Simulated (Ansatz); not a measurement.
In a (6,0) gold nanotube, spin-degenerate bands cross the Fermi level 5 times between Γ and the zone edge.

Method: PBE (plane waves to 420 eV, PAW; Ansatz, a quantum-chemistry and plane-wave program). Mesh 1×1×14. No spin polarisation. One-dimensional cell, images about 11 Å apart. A hypothetical model, rolled from the flat sheet. Symmetry and one short period hold its shape; lower forms weren't sought. Values not marked SOC lack spin–orbit coupling.

Problem. What are the conductance and the two-terminal resistance of a perfect, endless piece?

Solution. Each crossing on the half of the zone with k > 0 has a partner at −k, so it gives one mode in each direction. Counting spin there are 10 modes, each carrying e²/h = 38.74 μS. G = 10 × 38.74 = 387.4 μS and R = 1/G = 2.58 kΩ, whatever the length. Scattering by phonons, roughness and contacts can only raise R.
